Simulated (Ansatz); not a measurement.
## A computed series for K2NaInF6: pressure series

The reference is K2NaInF6 (space group Fm-3m, No. 225; a = 8.581 Å; a cell from a computed database, its experimental status unchecked).

Cell and atoms are relaxed at each pressure.

All numbers come from DFT with PBEsol, PAW potentials and a 420 eV plane-wave cutoff in Ansatz (an electronic-structure program), without spin-orbit coupling.

```
change               density  band gap   electron mass
----------------  ----------  --------  --------------
base              3.47 g/cm³   5.43 eV  0.58 mₑ (at Γ)
pressure −2 GPa   3.28 g/cm³   5.23 eV  0.58 mₑ (at Γ)
pressure −1 GPa   3.38 g/cm³   5.33 eV  0.58 mₑ (at Γ)
pressure 1.8 GPa  3.61 g/cm³   5.57 eV  0.58 mₑ (at Γ)
pressure 4.2 GPa  3.76 g/cm³   5.72 eV  0.59 mₑ (at Γ)
pressure 9 GPa    4.01 g/cm³   5.97 eV  0.57 mₑ (at Γ)
pressure 18 GPa            ?         ?  0.56 mₑ (at Γ)
pressure 30 GPa   4.74 g/cm³   6.70 eV  0.56 mₑ (at Γ)
pressure 45 GPa   5.10 g/cm³   7.06 eV  0.56 mₑ (at Γ)
pressure 60 GPa   5.40 g/cm³   7.36 eV  0.56 mₑ (at Γ)
```

Problem. Complete the table.

Solution. 
- pressure 18 GPa, density: 4.37 g/cm³
- pressure 18 GPa, band gap: 6.33 eV

Load acts through the strain it causes; cell and atoms are relaxed under it. Effective masses come from finite differences of ±0.01 Å⁻¹. Stability against distortions was not tested. No other phases were tried under pressure.
